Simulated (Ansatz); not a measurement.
Take GaCuSe₂ in the chalcopyrite structure (space group I-42d, No. 122; a = 5.508 Å, c = 10.962 Å) as the base. Axes: x, y, z lie along a, b, c of the conventional cell.

Structures relaxed with LDA/PAW in Ansatz (a program for electronic structure), no spin-orbit coupling.

Base:

Simulated powder pattern, Cu Kα1, λ = 1.54056 Å (kinematic, ideal powder, no thermal factors, no anomalous dispersion; the 14 strongest lines at most, above 2 %, up to 2θ = 90°):

| 2θ (°) | I/Imax (%) | hkl |
|---|---|---|
| 28.08 | 100 | (112) |
| 46.60 | 24 | (220) |
| 46.72 | 48 | (204) |
| 55.29 | 29 | (312) |
| 55.51 | 14 | (116) |
| 68.02 | 7.4 | (400) |
| 68.41 | 3.7 | (008) |
| 75.14 | 5.5 | (332) |
| 75.32 | 11 | (316) |
| 86.57 | 15 | (424) |
| 86.84 | 7.7 | (228) |

After one change:

Simulated powder pattern, Cu Kα1, λ = 1.54056 Å (kinematic, ideal powder, no thermal factors, no anomalous dispersion; the 14 strongest lines at most, above 2 %, up to 2θ = 90°):

| 2θ (°) | I/Imax (%) |
|---|---|
| 28.23 | 100 |
| 46.72 | 24 |
| 46.97 | 24 |
| 47.10 | 24 |
| 55.38 | 14 |
| 55.59 | 14 |
| 56.04 | 14 |
| 68.02 | 3.8 |
| 75.39 | 5.6 |
| 75.78 | 5.5 |
| 75.96 | 5.5 |
| 86.85 | 7.7 |
| 87.12 | 7.7 |
| 87.67 | 7.5 |

Q: Name the change that was made.
(A) uniaxial strain ε_xx = −1.50 %
(B) uniaxial strain ε_xx = −2.25 %
(C) uniaxial strain ε_xx = −3.00 %

A: A, uniaxial strain ε_xx = −1.50 %. Its volume per atom is 20.48 Å³ against 20.79 Å³, and its space group is I2_12_12_1 (No. 24).

Stability against distortions was not tested. The final runs are not spin-polarised.
